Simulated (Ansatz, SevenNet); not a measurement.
# L1₂ (Cu3Au-type) Ni3Fe, lattice constant a

Reference value: 3.545 Å (measured, temperature not stated, copied from a table, unchecked, no zero-point or thermal correction; as tabulated in Mineralogical Magazine 44, 225 (1981)).

| level (code) | value (Å) | difference (%) |
|---|---|---|
| SevenNet-l3i5 | 3.538 | -0.20 |
| LDA (Ansatz) | 3.447 | -2.76 |
| PBE (Ansatz) | 3.544 | -0.03 |
| PBEsol-D3(BJ) (Ansatz) | 3.457 | -2.48 |
| r²SCANh (Ansatz) | 3.525 | -0.56 |

The reference's temperature isn't stated, so close values are not ranked against it.

The reference isn't brought to a static lattice, while the calculations are for one, so the differences are not the levels' errors alone. A static lattice is as a rule a little smaller than the measured one. Spin-polarised runs: LDA (parallel moments), PBE (parallel moments), PBEsol-D3(BJ) (parallel moments), r²SCANh (parallel moments). K meshes differ between the levels. Ansatz's density-functional and Hartree–Fock values are scalar-relativistic unless marked +SOC, with PAW data made under PBE.

Machine-learned potentials (SevenNet-l3i5) are trained on DFT data: a solid inside that data is no test of them.

Differences are worked out from the printed values.

Ansatz is a first-principles code.
